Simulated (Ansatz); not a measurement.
## SnS2, point defects

Take a 9-atom supercell of SnS2 in the CdI2 type structure (space group P-3m1, No. 164; layered, stacked along the Cartesian z axis) at its relaxed geometry as the base.

```yaml
crystal:
  lattice:
    - [5.50409, -3.17779, 0.00000]
    - [0.00000, 6.35558, 0.00000]
    - [-1.83470, -3.17779, 5.80621]
  atoms:
    - { symbol: Sn, position: [0.00000, 0.00000, 0.00000] }
    - { symbol: Sn, position: [0.66667, 0.33333, 0.00000] }
    - { symbol: Sn, position: [0.33333, 0.66667, 0.00000] }
    - { symbol: S, position: [0.08487, 0.50307, 0.25460] }
    - { symbol: S, position: [0.75153, 0.83640, 0.25460] }
    - { symbol: S, position: [0.41820, 0.16973, 0.25460] }
    - { symbol: S, position: [0.58180, 0.83027, 0.74540] }
    - { symbol: S, position: [0.24847, 0.16360, 0.74540] }
    - { symbol: S, position: [0.91513, 0.49693, 0.74540] }
```

One neutral defect a cell, atoms relaxed at fixed cell.

Calculations: PBE-D3(BJ) (Ansatz, an electronic-structure program; PAW; 420 eV plane waves; no SOC).

| change | pressure | largest displacement of a host atom from its site in the perfect cell |
|---|---|---|
| perfect supercell | 0.0 GPa | – |
| Sn on a S site (antisite), symmetric start | 2.5 GPa | 0.21 Å |
| Pb on a S site | 5.1 GPa | 0.46 Å |
| S interstitial (started 2.55 Å from the nearest host atom) | 7.7 GPa | 0.81 Å |
| Li interstitial (started 2.55 Å from the nearest host atom) | 2.5 GPa | ___ |
| Sn vacancy | -2.8 GPa | ___ |

Question: Some entries are withheld; estimate them.

Answer: 
- Li interstitial (started 2.55 Å from the nearest host atom), largest displacement of a host atom from its site in the perfect cell: 0.19 Å
- Sn vacancy, largest displacement of a host atom from its site in the perfect cell: 0.11 Å

The magnetic state is the one reached from the starting moments; the real material's order can differ, and small cells can't hold many antiferromagnetic ones. The cell is small, so the values are those of an ordered compound at a high defect concentration; dilute-limit values will differ. A case with no gap was solved on a k-mesh chosen for an insulator, which is coarse for it. Defects with a symmetric start kept the site's symmetry and may sit on a saddle; the others started slightly shaken. Starting moments died away, wholly or in part, for Sn on a S site (antisite), Pb on a S site, S interstitial (started 2.55 Å from the nearest host atom) and Li interstitial (started 2.55 Å from the nearest host atom); another magnetic solution may exist.
